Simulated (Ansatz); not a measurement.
# Response to strain in PbTe

The reference is PbTe in the rock salt structure (space group Fm-3m, No. 225).

```xyz
2
Lattice="0.0000 3.2210 3.2210 3.2210 0.0000 3.2210 3.2210 3.2210 0.0000" Properties=species:S:1:pos:R:3 pbc="T T T"
Te     3.2210     3.2210     3.2210
Pb     0.0000     0.0000     0.0000
```

Cartesian axes are those of the cell as printed.

Strains are applied to the cell and any free atomic positions relax; under biaxial strain the out-of-plane vector relaxes too.

Method: Ansatz (a quantum-chemistry and plane-wave program), PBEsol, PAW, cutoff 420 eV, spin-orbit coupling left out.

Candidates:
(a) biaxial strain −2.50 %, plane normal [111], relaxed out of plane
(b) biaxial strain −1.25 %, plane normal [111], relaxed out of plane
(c) biaxial strain +2.08 %, plane normal [111], relaxed out of plane
(d) biaxial strain +0.42 %, plane normal [111], relaxed out of plane

Notes on the quantities. energy relative to the base: free energy F.

Order them by energy relative to the base, highest first.

(a) biaxial strain −2.50 %, plane normal [111], relaxed out of plane (+8.5 meV/atom), (c) biaxial strain +2.08 %, plane normal [111], relaxed out of plane (+5.3 meV/atom), (b) biaxial strain −1.25 %, plane normal [111], relaxed out of plane (+2.1 meV/atom), (d) biaxial strain +0.42 %, plane normal [111], relaxed out of plane (+0.2 meV/atom)

Stability against distortions was not tested.
